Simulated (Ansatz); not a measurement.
Input and output of a self-consistent single point for LiBH4 (P-1, 12 atoms in the cell) (Ansatz, a program for electronic structure)

Level of theory: PBEsol, default PAW files made with PBE (plane waves; Ansatz).

This input was run:

Ansatz 0.2 input:
```yaml
# LiBH4
crystal:
  lattice:
    - [4.07291000, 0.00000000, 0.00000000]
    - [-0.00026300, 4.08036000, 0.00000000]
    - [-0.01060300, -0.01911900, 5.06664300]
  atoms:
    - { symbol: Li, position: [0.74821000, 0.75907000, 0.74959000] }
    - { symbol: Li, position: [0.25179000, 0.24093000, 0.25041000] }
    - { symbol: B, position: [0.25768000, 0.24425000, 0.75149000] }
    - { symbol: B, position: [0.74232000, 0.75575000, 0.24851000] }
    - { symbol: H, position: [0.75736000, 0.50740000, 0.38826000] }
    - { symbol: H, position: [0.24264000, 0.49260000, 0.61174000] }
    - { symbol: H, position: [0.99556000, 0.74898000, 0.10963000] }
    - { symbol: H, position: [0.00444000, 0.25102000, 0.89037000] }
    - { symbol: H, position: [0.75601000, 0.00126000, 0.38170000] }
    - { symbol: H, position: [0.24399000, 0.99874000, 0.61830000] }
    - { symbol: H, position: [0.50548000, 0.24997000, 0.88777000] }
    - { symbol: H, position: [0.49452000, 0.75003000, 0.11223000] }
basis:
  ecutwfc: 420.0 eV
kpoints:
  mp_grid:
    grid: [6, 6, 5]
hamiltonian:
  xc: pbesol
  pseudopotentials:
    kind: paw
scf:
  occupations:
    method: gaussian
    width: 0.02 eV
output:
  forces: true
  eigenvalues: true
  stress: true
```

Output (repeated stretches shortened):

```
WARN ansatz: RAYON_NUM_THREADS=1 ignored (pool sized by the plan → 1); use --threads N
Pseudopotentials: kind: paw
Pseudopotential: Li, paw, valence charge 3
Pseudopotential: B, paw, valence charge 3
Pseudopotential: H, paw, valence charge 1
Crystal: 12 atoms, lattice volume = 84.202 Å³
Basis set: ecut = 420 eV, 1643 PW (Γ), exchange–correlation on 60×60×72 points (8 copies of the dense FFT grid, shifted against one another)
Bands: 22, of which v1, the nominal top of the filled ones, is band 10 counted from 1 (9 counted from 0)
Symmetry: 2 space group operations
Space group: P-1 (ITA 2), of the structure as read, at distance tolerance 4.4e-5 Å
k-points: 92 of 180
PAW frozen core: B, regenerated for the run's functional, and the local potential with it
Initial density: superposition of atomic densities (neutral atoms: chi_scale 0, normalization atom), corrected by the library's trained network
Initial wavefunctions: pseudopotential atomic-orbital guess
Eigensolver: davidson
Functional: x = pbesol(κ = 0.804, μ = 0.12345679012345678), c = pbesol(β = 0.046)
SCF iter   1: F=—  HF=-839.940571 eV  |F-HF|=—  |Δ(HF+E_count)|=         —  Δρ=7.16e-3  dr2=2.76e-2  ethr=1.77e-3  ⟨swp⟩=6.4  Hψ=10357  notcnv=0  defer=75
all-band conjugate gradients solve this SCF's bands
preconditioner: auto → none
SCF iter   2: F=—  HF=-839.933818 eV  |F-HF|=—  |Δ(HF+E_count)|=   6.75e-3  Δρ=3.40e-3  dr2=6.70e-3  ethr=1.38e-4  ⟨swp⟩=1.3  Hψ=2832  notcnv=0  defer=281
SCF iter   3: F=—  HF=-839.931862 eV  |F-HF|=—  |Δ(HF+E_count)|=   1.96e-3  Δρ=1.70e-4  dr2=1.43e-5  ethr=3.35e-5  ⟨swp⟩=3.0  Hψ=2904  notcnv=0  defer=480
SCF iter   4: F=—  HF=-839.931911 eV  |F-HF|=—  |Δ(HF+E_count)|=   4.90e-5  Δρ=3.80e-5  dr2=1.06e-6  ethr=7.13e-8  ⟨swp⟩=2.3  Hψ=2371  notcnv=0  defer=480
iter 5 did not close the SCF: its close was put off for the readings that it lacked (scf_convergence_deferred on its scf_iter line)
SCF iter   5: F=-839.931911 eV  HF=-839.931911 eV  |F-HF|=1.87e-8  |Δ(HF+E_count)|=   2.82e-7  Δρ=6.16e-6  dr2=4.83e-8  ethr=5.29e-9  ⟨swp⟩=2.9  Hψ=2323  notcnv=0  defer=480
SCF iter   6: F=-839.931911 eV  HF=-839.931911 eV  |F-HF|=2.94e-9  |Δ(HF+E_count)|=   1.62e-9  Δρ=1.27e-6  dr2=3.87e-9  ethr=2.42e-10  ⟨swp⟩=6.4  Hψ=9005  notcnv=0
SCF 1 converged in 6 iterations: F = -839.931911 eV  dr2 = 3.87e-9
SCF converged after 6 iterations
Free energy (F): -839.931911 eV
Harris-Foulkes:  -839.931911 eV  (|F-HF|=2.94e-9)
Internal energy: -839.931911 eV  (E = F + TS)
E sigma→0 (E₀):  -839.931911 eV
Fermi energy:    2.252481 eV
--- Per-component energies (eV) ---
  E_band       = -232.662901
  E_kinetic    = 252.807079
  E_local      = -465.458432  (includes V_loc(G=0)·N_el)
  E_nonlocal   = -31.010638
  E_hartree    = 121.176127
  E_xc         = -156.904657
  E_vxc        = -197.016660  (∫ρ·V_xc dr)
  E_paw        = -194.449491  (= ΣΔE_a)
  E_vpaw       = -34.326425  (= ΣTr[D̂ρ^β])
  E_aug_tail   = -0.010160  (compensation charges beyond the density's cutoff)
  E_ewald      = -366.111160
  E_core_change = 0.029422  (= ΣΔE_core)
  E_smearing   = -0.000000  (= −TS)
  E_closure    = -0.000000  (closes the sum)
  Σ components = -839.931911   (vs F -839.931911, Δ=0.00e0)
--- Forces (eV/Å), atoms counted from 1 ---
  atom   1  Li    -0.00451705     0.00143982     0.00550392
  atom   2  Li     0.00451705    -0.00143982    -0.00550392
  atom   3  B     -0.66208136     0.58295315     0.22778153
  atom   4  B      0.66208136    -0.58295315    -0.22778153
  atom   5  H     -0.15348886     0.22303219    -0.13615521
  atom   6  H      0.15348886    -0.22303219     0.13615521
  atom   7  H     -0.40626280     0.04076793     0.16868120
  atom   8  H      0.40626280    -0.04076793    -0.16868120
  atom   9  H     -0.10694047     0.32991592     0.19985584
  atom  10  H      0.10694047    -0.32991592    -0.19985584
  atom  11  H      0.03689937    -0.01247821    -0.05376533
  atom  12  H     -0.03689937     0.01247821     0.05376533
  max |Σ_I F_I| component: 0.00e0 eV/Å
--- Stress (GPa, compression-positive) ---
       -0.602123       0.192335       0.228904
        0.192335       1.234151       0.998754
        0.228905       0.998754      -0.390724
  P = ⅓ Tr σ = 0.0804 GPa (0.804 kbar)
  The stress holds the Pulay correction. Without it, at fixed plane waves, as pw.x and ABINIT print it: P = -0.1360 GPa
--- Band table (eV; the first three rows and the last of 92) ---
  k-point 0: bands = ["-44.0254", "-44.0235", "-8.8521", "-6.3819", "-4.1144", "-2.3344", "-2.2760", "-1.4126", "-0.4847", "-0.3595", "4.8645", "6.2714", "7.1869", "7.9523", "8.0114", "8.9647", "9.5501", "10.0782", "10.1599", "11.6592", "11.7104", "11.9976"]
  k-point 1: bands = ["-44.0252", "-44.0237", "-8.7115", "-6.8554", "-3.5821", "-2.2529", "-2.1960", "-1.5332", "-0.5993", "-0.4777", "4.9153", "6.4522", "7.5231", "7.5581", "7.6303", "7.6416", "10.9592", "11.0452", "11.1768", "11.1879", "11.3441", "11.5603"]
  k-point 2: bands = ["-44.0247", "-44.0242", "-8.2976", "-7.6419", "-2.6842", "-2.1008", "-2.0578", "-1.8971", "-0.8137", "-0.7026", "5.2324", "5.9833", "7.2323", "7.2752", "7.5922", "8.3702", "9.6131", "10.2224", "10.5080", "10.5591", "12.9735", "12.9890"]
  k-point 91: bands = ["-44.0241", "-44.0241", "-6.7919", "-6.7887", "-3.7145", "-3.7012", "-3.0099", "-2.9970", "-1.9370", "-1.9264", "7.1599", "7.1938", "7.9950", "8.0536", "8.6635", "8.7151", "10.2660", "10.2753", "12.2388", "12.2568", "13.2722", "13.3196"]…
```

The run converged in 6 iterations.

The starting cell comes from a database of computed structures (which also holds hypothetical and non-ambient phases and stackings), without a prior relaxation at this level. Ansatz's pressure includes its estimate of the finite-basis (Pulay) stress.
